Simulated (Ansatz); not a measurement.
Functionals compared on Br on the 1x1 (0001) surface of hcp Co, ferromagnetic, one in a 2x2 cell, started at the site 'bridge Co-Co (span 2.5 Å)', in Ansatz (plane waves, PAW). The structure was relaxed with PBE; the other rows are single points on it, each with its references at the same level. Cutoff 420 eV.

Model: 17-atom slab, 6.0 Å thick at the start under the adsorbate (thin: gaps and levels are the slab's own), 7x7x1 mesh, Fermi-Dirac 0.1 eV, dipole correction, 8 atoms held, the rest relaxed; start symmetry kept, larger cells not searched; spin-polarised, no spin-orbit, no U, no dispersion correction. At the end it is bonded to 3 Co. In PBE it is, or lies within 0.03 eV of, the lowest of the starts that converged. These notes are the PBE run's. Adsorption energies are against ½ Br2(g). A negative adsorption energy means that the adsorbate is more stable on the surface than in its reference.

```json
[
 {"functional": "PBE", "adsorption energy (eV)": "-2.00", "work function of the top face (eV)": "4.70", "change of the work function (eV)": "-0.27", "magnetic moment of the cell (μB)": "26.73", "rough cost of the single point": "–"},
 {"functional": "RPBE", "adsorption energy (eV)": "?", "work function of the top face (eV)": "?", "change of the work function (eV)": "?", "magnetic moment of the cell (μB)": "26.93", "rough cost of the single point": "very roughly 6 core-minutes"}
]
```

Question: Complete the blanks.

Answer: 
- RPBE, adsorption energy (eV): -1.71
- RPBE, work function of the top face (eV): 4.60
- RPBE, change of the work function (eV): -0.20

Ansatz is a program for electronic structure.
